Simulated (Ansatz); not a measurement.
These are PBE (plane waves to 420 eV, PAW; Ansatz, a first-principles code) values and carry that method's errors.

Planar average of the electrostatic potential across the slab, in eV from the Fermi level, for S on the 1x1 (111) surface of fcc Ir, one in a 2x1 cell, started at the site 'hollow Ir-Ir-Ir over Ir at depth 4.4 Å':

| z (Å) | V (eV) |
|---|---|
| 5.49 | 5.47 |
| 5.78 | 5.47 |
| 6.07 | 5.47 |
| 6.36 | 5.47 |
| 6.64 | 5.45 |
| 6.93 | 5.43 |
| 7.22 | 5.38 |
| 7.51 | 5.27 |
| 7.80 | 5.03 |
| 8.09 | 4.49 |
| 8.38 | 3.29 |
| 8.67 | 0.60 |
| 8.96 | -6.09 |
| 9.24 | -15.71 |
| 9.53 | -22.66 |
| 9.82 | -23.38 |
| 10.11 | -17.55 |
| 10.40 | -8.45 |
| 10.69 | -2.34 |
| 10.98 | -3.38 |
| 11.27 | -11.06 |
| 11.56 | -19.87 |
| 11.84 | -24.34 |
| 12.13 | -22.13 |
| 12.42 | -14.42 |
| 12.71 | -5.54 |
| 13.00 | -1.95 |
| 13.29 | -5.41 |
| 13.58 | -14.21 |
| 13.87 | -21.94 |
| 14.16 | -24.20 |
| 14.44 | -19.74 |
| 14.73 | -10.93 |
| 15.02 | -3.11 |
| 15.31 | -1.49 |
| 15.60 | -6.27 |
| 15.89 | -15.42 |
| 16.18 | -22.65 |
| 16.47 | -24.03 |
| 16.76 | -18.89 |
| 17.04 | -10.23 |
| 17.33 | -4.20 |
| 17.62 | -4.07 |
| 17.91 | -4.45 |
| 18.20 | -4.05 |
| 18.49 | -2.39 |
| 18.78 | 0.97 |
| 19.07 | 3.23 |
| 19.36 | 4.09 |
| 19.64 | 4.43 |
| 19.93 | 4.57 |
| 20.22 | 4.62 |
| 20.51 | 4.64 |
| 20.80 | 4.65 |
| 21.09 | 4.65 |
| 21.38 | 4.65 |
| 21.67 | 4.65 |
| 21.96 | 4.66 |
| 22.24 | 4.66 |
| 22.53 | 4.66 |

Slab: 9 atoms, 6.6 Å thick at the start under the adsorbate (thin: gaps and levels are the slab's own); k 6x12x1, smearing 0.1 eV, dipole-corrected; 4 atoms held, the rest relaxed; symmetry of the start imposed; no spin, no spin-orbit, no U, no dispersion correction. At the end it is bonded to 3 Ir. In PBE it is, or lies within 0.03 eV of, the lowest of the starts that converged.

**Question.** The surface cell has an area of 12.98 Å². What dipole along the normal does the step between the two vacuum levels imply?

**Answer.** the top vacuum level lies 0.82 eV below the bottom one; p = −ε₀ A ΔV (ε₀ = 0.005526 e/(V·Å)) gives 0.06 e·Å a cell.
